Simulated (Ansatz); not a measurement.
The starting structures come from a database of crystals and need not be the phases stable at ambient conditions.

The decay constant κ of evanescent states in the gap governs leakage through a thin film.

Given:

```xyz
10
Lattice="7.7474 0.0000 0.0000 0.2342 7.7439 0.0000 3.7566 -3.8719 5.3948" Properties=species:S:1:pos:R:3 pbc="T T T"
Cs     3.8737     0.0000     2.6974
Cs     7.8645     3.8719     2.6974
Hg     3.9908     3.8719     0.0000
Pd     0.0000     0.0000     0.0000
Cl     2.2941     2.2257     0.0000
Cl     9.4441     1.6462     5.3948
Cl     7.7474     0.0000     2.3438
Cl     3.9908     3.8719     3.0510
Cl     6.1153     1.6822     0.0000
Cl     1.8663     6.0617     0.0000
```

Space group of this cell: I4/mmm. The cell is taken as given; by r2SCAN its mean pressure is -1.3 GPa.

Transport runs along the normal of the first two printed cell vectors, the (110) plane of the conventional cell.

The gap is the functional's own. No spin-orbit coupling. Mid-gap values are interpolated on the energy grid.

Task: Compute, with r2SCAN run with Ansatz (a quantum-chemistry and plane-wave program), the band gap and the smallest decay constant κ at mid-gap.

Result: Gap 1.48 eV on a 6×6×6 mesh; κ = 0.243 1/Å, at (0.500, 0.500) of the in-plane reciprocal vectors. At the zone centre, at the nearest computed energy, the slowest state has κ = 0.27 1/Å.
